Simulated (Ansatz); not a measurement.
Functionals compared on a constructed model of the (111) surface of fcc Pt, a pseudomorphic layer of Hf in the host's stacking (bottom of the slab: a bare face, its two planes held), in Ansatz (plane waves, PAW). The structure was relaxed with PBE; the other rows are single points on it. Cutoff 420 eV (500 eV for r2SCAN).

Model: 7-atom slab, 14.3 Å thick at the start, 15x15x1 mesh, Fermi-Dirac 0.1 eV, dipole correction, 2 atoms held, the rest relaxed; symmetry of the start imposed; no spin, no spin-orbit, no U. It is one candidate, not shown to be the stable structure of the face. These notes are the PBE run's.

```csv
functional,work function of the top face (eV),rough cost of the single point
PBE,4.66,–
RPBE,4.52,about 50 core-seconds (a rough figure)
r2SCAN,4.68,very roughly 80 core-seconds
```

Ansatz is a program for electronic structure.
